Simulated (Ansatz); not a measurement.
GaP (F-43m), r2SCAN with spin-orbit coupling, rigid bands run with Ansatz (an electronic-structure program). Band gap 1.82 eV, N_c = 3.74e19 cm⁻³ and N_v = 2.27e19 cm⁻³ at 300 K, conductivity masses of 0.338 mₑ (electrons) and 0.481 mₑ (holes). Take k_BT = 0.02585 eV.

Q: What built-in voltage has an abrupt junction with N_A = 1e17 and N_D = 1e17 cm⁻³, all dopants ionised?

A: V_bi = E_g/e − (k_BT/e) ln(N_c N_v/(N_A N_D)) = 1.82 − 0.02585 × 11.35 = 1.53 V, for the computed gap.

Q: What thermal injection velocity √(2k_BT/πm) limits a ballistic channel?

A: 9.25e6 cm/s for electrons and 7.76e6 cm/s for holes, a ratio of √(m_h/m_e) = 1.19, for dilute carriers.

Q: Find the intrinsic carrier density and the intrinsic Fermi level.

A: n_i = √(N_c N_v) exp(−E_g/2k_BT) = 2.91e19 × exp(−35.20) = 1.5e4 cm⁻³. The level lies (k_BT/2) ln(N_v/N_c) = -6 meV from mid-gap (positive towards the conduction band). Each 0.1 eV added to the gap lowers n_i by a factor of 6.9.

Rigid bands with the computed gap; masses take one relaxation time for all states.
